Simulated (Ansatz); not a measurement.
All values below come from PBE (plane waves to 420 eV, PAW; Ansatz, a first-principles code).

Electrostatic potential energy of an electron, averaged over planes parallel to the surface, in eV from the Fermi level, for a constructed model of the (111) surface of fcc Ag, (√3x√3)R30° layer of F, one a cell, in the other hollow (bottom of the slab: a bare face, its two planes held):

| z (Å) | V (eV) |
|---|---|
| 3.83 | 4.42 |
| 4.13 | 4.42 |
| 4.42 | 4.42 |
| 4.72 | 4.42 |
| 5.01 | 4.41 |
| 5.31 | 4.39 |
| 5.60 | 4.35 |
| 5.90 | 4.27 |
| 6.19 | 4.11 |
| 6.49 | 3.75 |
| 6.78 | 2.98 |
| 7.08 | 1.21 |
| 7.38 | -3.14 |
| 7.67 | -8.31 |
| 7.96 | -11.56 |
| 8.26 | -11.49 |
| 8.55 | -8.14 |
| 8.85 | -3.08 |
| 9.14 | 0.62 |
| 9.44 | 0.69 |
| 9.73 | -2.82 |
| 10.03 | -7.94 |
| 10.32 | -11.50 |
| 10.62 | -11.84 |
| 10.91 | -8.83 |
| 11.21 | -3.81 |
| 11.50 | 0.29 |
| 11.80 | 0.78 |
| 12.09 | -2.40 |
| 12.39 | -7.52 |
| 12.68 | -11.29 |
| 12.98 | -11.92 |
| 13.27 | -9.15 |
| 13.57 | -4.19 |
| 13.86 | 0.14 |
| 14.16 | 0.95 |
| 14.46 | -1.82 |
| 14.75 | -6.92 |
| 15.04 | -10.98 |
| 15.34 | -12.02 |
| 15.63 | -9.61 |
| 15.93 | -4.80 |
| 16.22 | -0.21 |
| 16.52 | 1.01 |
| 16.81 | -1.38 |
| 17.11 | -6.40 |
| 17.40 | -10.68 |
| 17.70 | -12.07 |
| 17.99 | -10.00 |
| 18.29 | -5.33 |
| 18.58 | -0.56 |
| 18.88 | 1.00 |
| 19.18 | -1.23 |
| 19.47 | -6.20 |
| 19.77 | -10.50 |
| 20.06 | -11.91 |
| 20.36 | -9.84 |
| 20.65 | -5.13 |
| 20.95 | -0.30 |
| 21.24 | 1.12 |
| 21.54 | 1.71 |
| 21.83 | 2.94 |
| 22.12 | 4.81 |
| 22.42 | 5.83 |
| 22.71 | 6.04 |
| 23.01 | 6.12 |
| 23.30 | 6.14 |
| 23.60 | 6.15 |
| 23.89 | 6.16 |
| 24.19 | 6.16 |
| 24.48 | 6.16 |
| 24.78 | 6.16 |
| 25.07 | 6.16 |
| 25.37 | 6.16 |
| 25.66 | 6.16 |
| 25.96 | 6.16 |

Set-up: 19 atoms, 13.3 Å thick at the start; mesh 9x9x1; 0.1 eV smearing; dipole correction on; 6 atoms held, the rest relaxed; symmetry of the start imposed; no spin, no spin-orbit, no U. In PBE it is, or lies within 0.01 eV a 1x1 cell of, the lowest of the 2 structures of its composition computed so far; larger cells were not tried.

Question: The surface cell has an area of 22.36 Å². What dipole along the normal does the step between the two vacuum levels imply?

Answer: the top vacuum level lies 1.73 eV above the bottom one; p = −ε₀ A ΔV (ε₀ = 0.005526 e/(V·Å)) gives -0.21 e·Å a cell.
